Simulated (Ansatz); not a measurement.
## A constructed model of the (100) surface of rock-salt TaC, a layer of Ti, one atom over each C (bottom of the slab: a bare face, its two planes held)

These are PBE (plane waves to 420 eV, PAW; Ansatz, an electronic-structure program) values and carry that method's errors.

Model: 13-atom slab, 13.8 Å thick at the start, 12x12x1 mesh, Fermi-Dirac 0.1 eV, dipole correction, 4 atoms held, the rest relaxed; start symmetry kept, larger cells not searched; no spin, no spin-orbit, no U. It is one candidate, not shown to be the stable structure of the face.

| Item | Result |
|---|---|
| work function of the top face | 3.61 eV |
| energy released by relaxation | 0.90 eV |
| cost | about 5 core-minutes (a rough figure) |
